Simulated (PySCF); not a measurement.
PySCF 2.14.0, PBE/def2-svp, df: CN(C)[SiH2][SiH2]F, 16 atoms. The geometry is a generated start, not checked to be a minimum at this level.

```json
{
 "task": "energy",
 "method": "pbe",
 "basis": "def2-svp",
 "two_electron_scheme": "density fitting",
 "mol.max_memory": "3000 MB",
 "mf.max_cycle": "100",
 "mf.conv_tol": "1e-09 (default)",
 "mf.grids.level": "3 (default)",
 "basis_functions": "142",
 "grid_points": "192840"
}
```

```xyz
16

Si     2.5324     0.3907     0.2199
F      2.8906    -0.5175     1.5060
Si     0.7062    -0.4577    -0.8854
N     -0.7346    -0.2222     0.0296
C     -1.9336    -0.9639    -0.2674
C     -1.0202     1.0023     0.7314
H      3.7649     0.3117    -0.5585
H      2.4614     1.7260     0.8158
H      0.6450     0.1481    -2.2425
H      0.7428    -1.9121    -1.0988
H     -2.5926    -0.4155    -0.9510
H     -1.6749    -1.9137    -0.7248
H     -2.4866    -1.1560     0.6569
H     -1.5504     0.7827     1.6621
H     -0.0989     1.5243     0.9710
H     -1.6515     1.6727     0.1355
```

With the defaults (mf.DIIS = CDIIS, mf.diis = true, mf.diis_space = 8, mf.init_guess = minao, mf.damp = 0, mf.diis_start_cycle = 1) it converges in 13 Fock builds. One run each on 2 threads, 1 BLAS thread, with these changes:
- mf.DIIS = EDIIS
- mf.diis = false, mf.damp = 0.7, mf.diis_start_cycle = 999
- mf.diis_space = 5
- mf.diis_space = 12
- mf.diis = false
- mf.diis_space = 3
- mf.diis_space = 20
- mf.init_guess = huckel
- mf.init_guess = mod_huckel

Q: Which of these changes keep the SCF from converging, or lead it to another solution?

A: No convergence: mf.DIIS = EDIIS; mf.diis = false (the run ends without SCF convergence in 100 cycles). The rest reach the solution of the defaults.

```json
[
 {"setting": "the defaults", "Fock builds": "13", "end": "same solution"},
 {"setting": "mf.diis_space = 20", "Fock builds": "13", "end": "same solution"},
 {"setting": "mf.diis_space = 12", "Fock builds": "13", "end": "same solution"},
 {"setting": "mf.diis_space = 5", "Fock builds": "14", "end": "same solution"},
 {"setting": "mf.init_guess = mod_huckel", "Fock builds": "16", "end": "same solution"},
 {"setting": "mf.init_guess = huckel", "Fock builds": "18", "end": "same solution"},
 {"setting": "mf.diis_space = 3", "Fock builds": "23", "end": "same solution"},
 {"setting": "mf.diis = false, mf.damp = 0.7, mf.diis_start_cycle = 999", "Fock builds": "24", "end": "same solution"},
 {"setting": "mf.DIIS = EDIIS", "Fock builds": "101", "end": "no convergence"},
 {"setting": "mf.diis = false", "Fock builds": "101", "end": "no convergence"}
]
```
